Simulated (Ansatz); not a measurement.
The reference is BeSe in the zinc blende structure (space group F-43m, No. 216; a = 5.082 Å). Axes: x, y, z lie along the cube axes.

The values are results of LDA (Ansatz, a quantum-chemistry and plane-wave program; PAW; 420 eV plane waves; no spin-orbit coupling), not measurements.

Strains are applied to the cell and any free atomic positions relax; under biaxial strain the out-of-plane vector relaxes too.

One change was made to it. Results:

```json
[
 {"quantity": "band gap", "base": "2.40 eV", "after": "2.11 eV"},
 {"quantity": "smallest direct gap", "base": "4.43 eV", "after": "4.06 eV"},
 {"quantity": "energy relative to the base (free energy F)", "base": "0 meV/atom", "after": "+9.0 meV/atom"},
 {"quantity": "valence-band top at Γ (three highest levels, from the VBM)", "base": "0.00, 0.00, 0.00 eV", "after": "0.00, -0.23, -0.23 eV"}
]
```

Problem. Which of these changes matches the shifts?
(A) biaxial strain +2.50 %, plane normal [001], relaxed out of plane
(B) biaxial strain −2.00 %, plane normal [001], relaxed out of plane
(C) biaxial strain +2.00 %, plane normal [001], relaxed out of plane
(D) biaxial strain +1.50 %, plane normal [001], relaxed out of plane
(E) biaxial strain −0.50 %, plane normal [001], relaxed out of plane

Solution. A, biaxial strain +2.50 %, plane normal [001], relaxed out of plane. For comparison, the band gap in the other runs: biaxial strain +1.50 %, plane normal [001], relaxed out of plane gives 2.22 eV; biaxial strain −0.50 %, plane normal [001], relaxed out of plane gives 2.35 eV; biaxial strain +2.00 %, plane normal [001], relaxed out of plane gives 2.16 eV; biaxial strain −2.00 %, plane normal [001], relaxed out of plane gives 2.19 eV.

Whether these cells are dynamically stable was not tested.
